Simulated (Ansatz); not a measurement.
Take Hf in the hcp (Mg type) structure (space group P6_3/mmc, No. 194; a = 3.198 Å, c = 5.049 Å; relaxed with 0.1 eV smearing) as the base. Axes: x lies along a and z along c of the hexagonal cell.

Level of theory: Kohn–Sham DFT with the r2SCAN functional, run in Ansatz (a program for electronic structure) with PAW and 500 eV plane waves, no spin-orbit coupling.

Base values:

```
Property                         Value
-----------------------------  -------
Shortest interatomic distance  3.128 Å
Band gap                          zero
```

The change: the cell is compressed by 1.00 % along x with no lateral relaxation, atoms relaxed at fixed cell.

Predict the new stress.

The stress (xx, yy, zz, yz, xz, xy; compression positive) comes out as (1.9, 0.8, 0.7, 0.0, 0.0, 0.0) GPa.

Predict the new energy relative to the base.

The energy increases by 1.3 meV/atom.

How does this affect the shortest interatomic distance?

The shortest interatomic distance shrinks by 0.009 Å (3.128 Å → 3.119 Å).

Estimate the effect on the band gap.

The band gap remains zero.

The cells carry an imposed strain or load. No phonon test of stability was made. All final runs are without spin polarisation.
